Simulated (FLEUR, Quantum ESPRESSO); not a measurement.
A Quantum ESPRESSO input for a self-consistent single point of AlN (F-43m, 2 atoms in the cell) (DFT, PBE, plane waves, PseudoDojo standard norm-conserving (PBE) pseudopotentials):

```fortran
&CONTROL
    calculation = 'scf'
    prefix = 'scf'
    outdir = './work'
    pseudo_dir = './'
    tprnfor = .true.
    tstress = .true.
/
&SYSTEM
    ibrav = 2
    celldm(1) = 8.1256220249
    nat = 2
    ntyp = 2
    ecutwfc = 85
    occupations = 'smearing'
    smearing = 'fermi-dirac'
    degauss = 0.0036749
/
&ELECTRONS
    conv_thr = 1.0d-9
    mixing_beta = 0.3
/
ATOMIC_SPECIES
Al    26.9815  Al.upf
N     14.0070  N.upf
ATOMIC_POSITIONS {crystal}
Al    0.0000000000    0.0000000000    0.0000000000
N     0.7500000000    0.7500000000    0.7500000000
K_POINTS {automatic}
9 9 9  0 0 0
```

Translate this input to FLEUR.

One input that does it (others would too):

Input of the input generator:

```
AlN FLAPW
&input film=f /
-0.0000000000 4.0628110125 4.0628110125
4.0628110125 0.0000000000 4.0628110125
4.0628110125 4.0628110125 -0.0000000000
1.0
1.0 1.0 1.0

2
13 0.0000000000 0.0000000000 0.0000000000
7 0.7500000000 0.7500000000 0.7500000000

&comp jspins=1 /
&kpt div1=9 div2=9 div3=9 /
&end /
```

```xml
<?xml version="1.0" encoding="UTF-8" standalone="no"?>
<fleurInput fleurInputVersion="0.39">
   <comment>
      AlN FLAPW                                                                                           
   </comment>
   <calculationSetup>
      <cutoffs Kmax="4.5" Gmax="15.8" GmaxXC="15.8" numbands="0"/>
      <scfLoop itmax="80" minDistance="0.00001" maxIterBroyd="15" imix="Anderson" alpha="0.05" precondParam="0.0" spinf="2.0"/>
      <coreElectrons ctail="T" frcor="F" kcrel="0" coretail_lmax="0"/>
      <xcFunctional name="pbe" relativisticCorrections="F"/>
      <magnetism jspins="1"/>
      <soc l_soc="F" theta="0.0" phi="0.0" spav="F"/>
      <expertModes spex="0" secvar="F"/>
      <geometryOptimization l_f="T" forcealpha="1.0" forcemix="BFGS" epsdisp="0.00001" epsforce="0.00001"/>
      <ldaU l_linMix="F" mixParam="0.05" spinf="1.0"/>
   </calculationSetup>
   <cell>
      <bzIntegration valenceElectrons="8.0" mode="hist" fermiSmearingEnergy="0.00183747">
         <kPointListSelection listName="default-1"/>
         <!-- k-points included here -->
         <xi:include xmlns:xi="http://www.w3.org/2001/XInclude" href="kpts.xml"> </xi:include>
      </bzIntegration>
      <!-- symmetry operations included here -->
      <xi:include xmlns:xi="http://www.w3.org/2001/XInclude" href="sym.xml"> </xi:include>
      <bulkLattice scale="1.0">
         <bravaisMatrix>
            <row-1>    0.0000000000000000     4.0628110125000001     4.0628110125000001</row-1>
            <row-2>    4.0628110125000001     0.0000000000000000     4.0628110125000001</row-2>
            <row-3>    4.0628110125000001     4.0628110125000001     0.0000000000000000</row-3>
         </bravaisMatrix>
      </bulkLattice>
   </cell>
   <atomSpecies>
      <species name="Aluminum (Al)" element="Al" atomicNumber="13">
         <mtSphere radius="1.80" gridPoints="621" logIncrement="0.018"/>
         <atomicCutoffs lmax="8" lnonsphr="6"/>
         <electronConfig flipSpins="F">
            <coreConfig>(1s1/2) (2s1/2) (2p1/2) (2p3/2)</coreConfig>
            <valenceConfig>(3s1/2) (3p1/2) (3p3/2)</valenceConfig>
            <stateOccupation state="(3p1/2)" spinUp="0.1666666666667" spinDown="0.1666666666667"/>
            <stateOccupation state="(3p3/2)" spinUp="0.3333333333333" spinDown="0.3333333333333"/>
         </electronConfig>
         <energyParameters s="3" p="3" d="3" f="4"/>
      </species>
      <species name="Nitrogen (N)" element="N" atomicNumber="7">
         <mtSphere radius="1.56" gridPoints="539" logIncrement="0.02"/>
         <atomicCutoffs lmax="6" lnonsphr="4"/>
         <electronConfig flipSpins="F">
            <coreConfig>(1s1/2)</coreConfig>
            <valenceConfig>(2s1/2) (2p1/2) (2p3/2)</valenceConfig>
            <stateOccupation state="(2p1/2)" spinUp="0.5" spinDown="0.5"/>
            <stateOccupation state="(2p3/2)" spinUp="1.0" spinDown="1.0"/>
         </electronConfig>
         <energyParameters s="2" p="2" d="3" f="4"/>
      </species>
   </atomSpecies>
   <atomGroups>
      <atomGroup species="Aluminum (Al)">
         <relPos label="                   1">.0000000000 .0000000000 .0000000000</relPos>
         <force calculate="T" relaxXYZ="TTT"/>
      </atomGroup>
      <atomGroup species="Nitrogen (N)">
         <relPos label="                   2">-1.000/4.000 -1.000/4.000 -1.000/4.000</relPos>
         <force calculate="T" relaxXYZ="TTT"/>
      </atomGroup>
   </atomGroups>
   <output dos="F" band="F" slice="F">
      <checks vchk="F" cdinf="F"/>
      <bandDOS minEnergy="-.5*Htr" maxEnergy="0.5*Htr" sigma="0.015" storeEVData="T"/>
      <vacuumDOS vacdos="F" integ="F" star="F" nstars="0" locx1="0.0" locy1="0.0" locx2="0.0" locy2="0.0" nstm="0" tworkf="0.0"/>
      <unfoldingBand unfoldBand="F" supercellX="1" supercellY="1" supercellZ="1"/>
      <plotting iplot="0" polar="F">
         <plot TwoD="T" vec1="  1.0  0.0  0.0" vec2="  0.0  1.0  0.0" vec3="  0.0  0.0  1.0" zero="  0.0  0.0  0.0" file="plot"/>
      </plotting>
      <chargeDensitySlicing numkpt="0" minEigenval="0.0" maxEigenval="0.0" nnne="0" pallst="F"/>
      <specialOutput eonly="F"/>
      <magneticCircularDichroism mcd="F" energyLo="-10.0" energyUp="0.0"/>
   </output>
  <!-- We include the file relax.xml here to enable relaxations (see documentation) -->
  <xi:include xmlns:xi="http://www.w3.org/2001/XInclude" href="relax.xml"> <xi:fallback/> </xi:include>
</fleurInput>
```

Basis, cutoffs, solver keys and any potentials are the target program's own. This input uses DFT, PBE, all-electron FLAPW (FLEUR), scalar-relativistic valence. Both were run: gap on the mesh 3.541 eV in Quantum ESPRESSO and 3.550 in FLEUR.

On Quantum ESPRESSO: the starting cell comes from a database of computed structures (which also holds hypothetical and non-ambient phases and stackings), without a prior relaxation at this level. Its lattice was rescaled by a random factor within 2.5 % of one. For this run, on top of that: lattice scaled by 0.98. With a pressure of about 15 GPa the cell is away from its equilibrium volume at this level.

On FLEUR: the starting cell comes from a database of computed structures (which also holds hypothetical and non-ambient phases and stackings), without a prior relaxation at this level. Its lattice was rescaled by a random factor within 2.5 % of one. For this run, on top of that: lattice scaled by 0.98. Values depend on the basis (sphere radii, cutoffs, local orbitals), which need not be converged.
